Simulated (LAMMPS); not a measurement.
LAMMPS 22 Jul 2025, classical MD, MEAM (library.meam): Si, 4096 atoms.

```yaml
task: MD, nve
potential: MEAM, library.meam
copies_of_the_repeat_unit: 8×8×8
shape (slab and sphere leave vacuum in the box): bulk
temperature: 800 K
steps: 1500
timestep: 1 fs
neighbor_skin: 2 Å
neigh_modify: every 1 delay 0 check yes
thermo: 100
newton: on (default)
atom_modify sort (bins of 2 Å where set): 1000 (default)
comm_style: brick (default)
box: 43.4 × 43.4 × 43.4 Å
start: generated diamond lattice, warmed in an untimed run
compared_values: energy and forces of the first step, drift over the run
```

Machine: one whole node, Arm Neoverse V2, 96 cores on 1 socket, no SMT, 1 L3 cache group.

Each time is the median wall time of two to five repeats, run one at a time on the otherwise empty machine; start-up is included. Unless noted, each process is bound to its own block of adjacent cores. Build: PyPI wheel: MPICH, OPENMP and OPT packages. Other compilers and libraries give other times. Scratch files lie in a memory file system. A preparatory run goes ahead and isn't timed.

Measured:

| cores | layout | wall time |
|---|---|---|
| 2 | 2 ranks | 5.74 s |
| 4 | 4 ranks | 3.17 s |
| 8 | 8 ranks | 1.81 s |
| 16 | 16 ranks | 1.13 s |
| 48 | 48 ranks | 0.666 s |
| 64 | 64 ranks | 0.637 s |

Take a serial part s and a parallel part w, T = s + w/p on p cores. What does the fit give for 32 ranks and for 88 ranks, and what is measured?

A fit of relative deviations gives s = 0.458 s and w = 10.7 core-seconds; it misses the rows shown by at most 2 %.

| cores | layout | fit | measured | measured against fit |
|---|---|---|---|---|
| 32 | 32 ranks | 0.793 s | 0.780 s | -2 % |
| 88 | 88 ranks | 0.580 s | 0.675 s | +16 % |

The fit holds no term that grows with the count of cores, while set-up, start and exit outside the loop rises from 0.23 s on 64 cores to 0.28 s on 88.

Efficiency, counted from 2 cores, is near one half at 32 cores. The time no longer falls beyond 48 cores (0.67 s; the least measured is 0.64 s on 64, level within 8 % or the scatter of repeats). The share that grows most is that of set-up, start and exit outside the loop: from 2.0 % of the time on 2 cores to 41 % on 88. The largest part on 88 cores, pair forces (Pair), takes 5.5 s on 2 and 0.33 s there.
